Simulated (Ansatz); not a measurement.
Base system: MgSe in the rock salt structure (space group Fm-3m, No. 225; a = 5.473 Å). Axes: x, y, z lie along the cube axes.

One thing is altered: the symmetric strain tensor [-0.0011 0.0080 0.0092; 0.0080 0.0088 0.0051; 0.0092 0.0051 0.0126]; the atoms relax in the strained cell.

The values are results of r2SCAN (Ansatz, an electronic-structure program, PAW, no spin-orbit coupling), earlier PAW set, not measurements.

Q: Give the band edges at the high-symmetry points of the new zone, measured from its valence-band maximum.

A: 
| point | valence edge (eV) | conduction edge (eV) |
|---|---|---|
| Γ | 0.00 | 3.20 |
| X | -0.53 | 4.55 |
| Y | -0.61 | 4.36 |
| Z | -0.62 | 4.34 |
| R | -0.68 | 4.32 |
| T | -1.80 | 2.32 |
| U | -1.69 | 2.38 |
| V | -1.69 | 2.36 |

The gap is 2.32 eV, indirect, Γ → T.

Stability against distortions was not tested. k-point labels follow each cell's own Brillouin zone.
